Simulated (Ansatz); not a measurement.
Ansatz (an electronic-structure program), DFT, LDA, plane waves, its default PAW files: Rb2LiScCl6, supercell, atoms displaced (from the phase in space group 225, mp-1113928) (LiCl6ScRb2), 10 atoms. Basis and mesh were picked for this test and aren't claimed converged.

- cell: 7.24, 7.24, 7.24 Å; 60, 60, 60°
- distance to the nearest atom: 2.47 to 3.56 Å
- task: single point
- k mesh: 4×4×4
- hamiltonian.xc: lda
- kind of files: paw
- scf.occupations.method: fermi_dirac
- scf.occupations.width: 0.05 eV
- output.forces: true
- binding of workers (--pin): off
- k-point pools (--kpoint-pools): 1
- memory maximum (--max-ram): 8GiB
- accuracy: medium (default)
- basis.precision: auto (default)
- basis.xc_grid: 1 (default)
- scf.mixing.algorithm: auto (default)
- scf.mixing.preconditioner: auto (default)
- scf.convergence.dr2_threshold: 2.67835e-07 (default)
- scf.lower_state_search: light (default)
- k-points after symmetry: 36
- bands at the start: 47
- electrons: 74
- plane waves at Γ: 5209
- cutoff (eV): 420
- FFT grid: 50×50×50
- symmetry operations: 1

One run each.

All on 4 threads. Base settings, kept where nothing else is said: scf.eigensolver.kind = auto (default), scf.eigensolver.mixed_precision = false (default), scf.eigensolver.cushion = auto (default), scf.eigensolver.full_accuracy = false (default), scf.algorithm = auto (default) (scf.eigensolver.max_subspace_factor, scf.eigensolver.real_solve not set). The settings tried:
- scf.algorithm = direct_min
- the base settings
- scf.eigensolver.kind = davidson, scf.eigensolver.cushion = true
- scf.eigensolver.kind = davidson, scf.eigensolver.max_subspace_factor = 6
- scf.eigensolver.kind = davidson
- scf.eigensolver.kind = davidson, scf.eigensolver.mixed_precision = true
- scf.eigensolver.real_solve = false
- scf.eigensolver.full_accuracy = true
- scf.eigensolver.kind = davidson, scf.eigensolver.max_subspace_factor = 2
- scf.eigensolver.mixed_precision = true
- scf.algorithm = density_mixing

Question: Name the extremes by applications of H to a band: fewest, most, and any that don't converge.

Answer: Fewest applications of H to a band, with those close behind: scf.eigensolver.real_solve = false (26775); the base settings (26821); scf.algorithm = density_mixing (26821). Most among those that reach the base run's result: scf.algorithm = direct_min (93792). All converged.

```
setting                                                                   applications of H to a band  SCF iterations (all cycles of the run, searches included)        end
------------------------------------------------------------------------  ---------------------------  ---------------------------------------------------------  ---------
scf.eigensolver.real_solve = false                                                              26775                                                          7  converged
the base settings                                                                               26821                                                          7  converged
scf.algorithm = density_mixing                                                                  26821                                                          7  converged
scf.eigensolver.kind = davidson, scf.eigensolver.max_subspace_factor = 6                        35873                                                          7  converged
scf.eigensolver.kind = davidson                                                                 36212                                                          7  converged
scf.eigensolver.kind = davidson, scf.eigensolver.mixed_precision = true                         37094                                                          7  converged
scf.eigensolver.mixed_precision = true                                                          37094                                                          7  converged
scf.eigensolver.kind = davidson, scf.eigensolver.max_subspace_factor = 2                        39218                                                          7  converged
scf.eigensolver.kind = davidson, scf.eigensolver.cushion = true                                 39534                                                          7  converged
scf.eigensolver.full_accuracy = true                                                            65207                                                          7  converged
scf.algorithm = direct_min                                                                      93792                                                          8  converged
```

An iteration's cost differs between solvers, so these counts don't give the time.

Keys are those of Ansatz 0.2.
